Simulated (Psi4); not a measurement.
Psi4 1.11, unrestricted B3LYP/def2-svp: boron monoxide dimer triplet (O=BB=O), charge 0, multiplicity 3, 4 atoms. The geometry is a generated start, not checked to be a minimum at this level.

| Item | Value |
|---|---|
| task | energy |
| method | b3lyp |
| basis | def2-svp |
| memory | 3 GB |
| maxiter | 100 |
| keys of the molecule block | symmetry c1 |
| scf_type | df (default) |
| e_convergence | 1e-06 (default) |
| d_convergence | 1e-06 (default) |
| dft_radial_points | 75 (default) |
| dft_spherical_points | 302 (default) |
| basis functions | 56 |
| grid points | 86243 |

```xyz
4

O     -1.9792    -0.0592    -0.2658
B     -0.8019    -0.0222    -0.1086
B      0.8021     0.0238     0.1085
O      1.9789     0.0576     0.2660
```

Charge 0 and multiplicity 3 are set for this test and not shown to be the ground state.

With the defaults (damping_percentage = 0, diis = true, scf_initial_accelerator = adiis, diis_max_vecs = 10, guess = auto, which took SAD, soscf = false, soscf_start_convergence = 0.01, level_shift = 0, level_shift_cutoff = 0.01) it converges in 15 SCF iterations. One run each on 2 threads, with these changes:
- diis_max_vecs = 3
- damping_percentage = 60
- soscf = true, soscf_start_convergence = 0.1
- guess = sapgau
- damping_percentage = 20
- guess = gwh
- level_shift = 0.5, level_shift_cutoff = 0.001
- guess = sadno
- damping_percentage = 60, diis = false, scf_initial_accelerator = none

Q: Which runs fail or end elsewhere than the default run?

A: No convergence: damping_percentage = 60; damping_percentage = 60, diis = false, scf_initial_accelerator = none (the run ends without SCF convergence in 100 iterations). The rest reach the solution of the defaults.

| setting | SCF iterations | JK calls | end |
|---|---|---|---|
| soscf = true, soscf_start_convergence = 0.1 | 9 | 40 | same solution |
| guess = sapgau | 11 | 11 | same solution |
| level_shift = 0.5, level_shift_cutoff = 0.001 | 14 | 15 | same solution |
| the defaults | 15 | 16 | same solution |
| guess = sadno | 15 | 15 | same solution |
| guess = gwh | 16 | 16 | same solution |
| damping_percentage = 20 | 25 | 26 | same solution |
| diis_max_vecs = 3 | 39 | 40 | same solution |
| damping_percentage = 60 | 100 | 101 | no convergence |
| damping_percentage = 60, diis = false, scf_initial_accelerator = none | 100 | 101 | no convergence |

An SOSCF iteration holds several JK calls; a Hückel guess adds calls on atoms.
